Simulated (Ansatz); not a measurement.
PbSe in the rock salt structure (space group Fm-3m, No. 225)

```
CELL_PARAMETERS angstrom
      0.00000     3.02042     3.02042
      3.02042     0.00000     3.02042
      3.02042     3.02042     0.00000
ATOMIC_POSITIONS crystal
  Pb 0.00000 0.00000 0.00000
  Se 0.50000 0.50000 0.50000
```

Calculations: LDA (Ansatz, an electronic-structure program; PAW; 420 eV plane waves; no SOC). Settings: 10×10×10 k-points, 0.05 eV Fermi–Dirac smearing.

```json
{
  "volume_per_atom": "27.55 Å³",
  "density": "8.62 g/cm³",
  "band_gap": "zero",
  "Lowest conduction-band minima above the VBM": "L along ⟨111⟩ 0.05 eV; a point along ⟨110⟩, about 0.6 Å⁻¹ from Γ 0.94 eV",
  "total_energy": "-8493.328 eV/atom (σ→0; compares only within this code and set-up)"
}
```

With Pb present, leaving out spin-orbit coupling can change the band edges. Stability against distortions was not tested. The final runs are not spin-polarised. Gaps under 0.05 eV, about the width of the smearing, are given as zero. A zero or small gap of PbSe can be the functional's error rather than a property of the material.
